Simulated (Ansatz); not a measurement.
Take Bi2Se3 in the Bi2Te3 type structure (space group R-3m, No. 166; a = 4.1444 Å, c = 28.4455 Å (hexagonal axes)) as the base. Axes: x lies along a and z along c of the hexagonal cell.

Computed with Ansatz (an electronic-structure program), PBE-D3(BJ), PAW, cutoff 420 eV, without spin-orbit coupling, earlier PAW set.

Modification: the cell is stretched by 2.75 % along z with no lateral relaxation; the atoms relax in the strained cell.

Q: Predict the stress tensor and what it implies for the stiffness.

A: Stress of the strained cell less that of the base (GPa, compression positive):
```
  -0.53    0.00    0.00
   0.00   -0.53    0.00
   0.00    0.00   -0.97
```

Then −Δσ_ii/ε with ε = 0.0275 gives secant stiffness values (nonlinear terms included at this strain): C33 ≈ 35 GPa, C13 ≈ 19 GPa and C23 ≈ 19 GPa.

Whether these cells are dynamically stable was not tested.
